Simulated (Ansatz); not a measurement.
What biaxial strain +4.48 %, plane normal [110], relaxed out of plane does to ZrN

Base system: ZrN in the rock salt structure (space group Fm-3m, No. 225; a = 4.553 Å; relaxed with 0.1 eV smearing). Axes: x, y, z lie along the cube axes.

It is then changed as follows: biaxial strain +4.48 %, plane normal [110], relaxed out of plane (Cartesian); in-plane vectors clamped, the third vector and the atoms free.

All numbers come from PBEsol (Ansatz, a first-principles code; PAW; 420 eV plane waves; without spin-orbit coupling), earlier PAW set. Γ-centred 22×22×22 mesh, Fermi–Dirac width 0.1 eV.

The volume per atom rises by 0.72 Å³ to 12.52 Å³ and the space group goes from Fm-3m (No. 225) to Immm (No. 71). The energy increases by 70 meV/atom and the pressure (mean of the normal stresses, compression positive) goes from zero to -13.4 GPa. The band gap stays zero and the out-of-plane strain is -2.78 %. The ratio −ε⊥/ε∥ amounts to 0.62 and the mean in-plane stress (compression positive) amounts to -20.0 GPa.

A biaxial case was relaxed in a doubled cell and then solved in the primitive one. Whether these cells are dynamically stable was not tested. The final runs are not spin-polarised. An odd electron count without spin: ZrN.
